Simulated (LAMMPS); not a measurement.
LAMMPS 22 Jul 2025, classical MD, COMB3 (ffield.comb3): TiO2, 6000 atoms.

```text
units metal
atom_style charge
read_data unit.data
replicate 10 10 10
pair_style comb3 polar_off
pair_coeff * * ffield.comb3 Ti O
fix q all qeq/comb 10 0.0001
change_box all z delta 0.0 $(2*lz) units box
velocity all create 1600 4928 dist gaussian loop geom
fix 1 all nve
fix 2 all langevin 800 800 0.02 9876 zero yes
timestep 0.0005
thermo 100
run 300
reset_timestep 0
write_restart start.rst
```

```text
processors 64 1 1
read_restart start.rst
pair_style comb3 polar_off
pair_coeff * * ffield.comb3 Ti O
fix q all qeq/comb 10 0.0001
neighbor 2.0 bin
neigh_modify every 1 delay 0 check yes
fix 1 all nve
timestep 0.0005
thermo_style custom step temp pe etotal press
thermo_modify format float %.10g
thermo 100
group probe id 1:48
dump probe probe custom 1000000 forces.txt id fx fy fz
dump_modify probe sort id format float %.8g
run 60
```

```bash
# ahead of the timed run: OMP_NUM_THREADS=1 mpirun -np 48 lmp -in in.warm -log none -nocite
OMP_NUM_THREADS=1 mpirun -np 64 lmp -in in.lmp -log log.lammps -nocite
```

It runs on a single node (Arm Neoverse V2, 96 cores on 1 socket, no SMT, 1 L3 cache group).

On 64 ranks this takes 3.5 s. Wall times, medians of two to five repeats, each run alone on the node (launch to exit). Processes are pinned to neighbouring cores unless said otherwise. Build: PyPI wheel: MPICH, OPENMP and OPT packages. Other compilers and libraries give other times. Scratch files lie in a memory file system. A preparatory run goes ahead and isn't timed.

Problem. Make this run faster without changing its result beyond 1.0 meV/atom in energy, 10 meV/Å in forces on 48 atoms, 0.20 meV an atom in drift of the total energy. Keep to 64 cores.

Solution. This is not unique; one that fits is going from processors = 64 1 1 to processors = * * 1, one of the fastest of the measured ones that keep the result.

```diff
-processors 64 1 1
+processors * * 1
```

Time: 3.5 s to 2.2 s (1.6× as fast). The largest move is in fixes (Modify): 1.7 s to 1.1 s. As resolved by the program: grid of ranks 64 by 1 by 1 against 8 by 8 by 1. These two results differ by: energy equal as printed, forces on 48 atoms equal as printed, drift of the total energy equal as printed. Others tried: processors = 8 8 1 (2.3 s); processors = 4 4 4 (5.1 s); processors = * * * (default) (5.1 s); processors = 1 1 64 (7.3 s).
